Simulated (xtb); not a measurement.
xtb 6.7.1, GFN2-xTB: c1ccc2c(c1)oc1cc(-c3cc4cc5sc(-c6ccc7c(c6)oc6ccccc67)cc5cc4s3)ccc12, 56 atoms. The geometry is a generated start, not checked to be a minimum at this level.

- run flags = --grad
- method = GFN2-xTB
- --acc = 1 (default)
- --etemp (K) = 300 (default)
- basis functions = 182
- valence electrons = 178

One run each on 1 thread. Values of broydamp tried: 0.02, 0.05, 0.1, 0.2, 0.4 (default), 0.6, 0.8, 1.

Q: Predict the course of the SCC iterations along this series.

A: Fewest SCC iterations, within one of each other: 0.2 with 12, 0.4 (default) with 12, 0.6 with 12, 0.8 with 13, 1 with 13. The count rises to 18 at 0.02. All converge to one solution.

| broydamp | SCC iterations | end |
|---|---|---|
| 0.02 | 18 | same solution |
| 0.05 | 16 | same solution |
| 0.1 | 14 | same solution |
| 0.2 | 12 | same solution |
| 0.4 (default) | 12 | same solution |
| 0.6 | 12 | same solution |
| 0.8 | 13 | same solution |
| 1 | 13 | same solution |
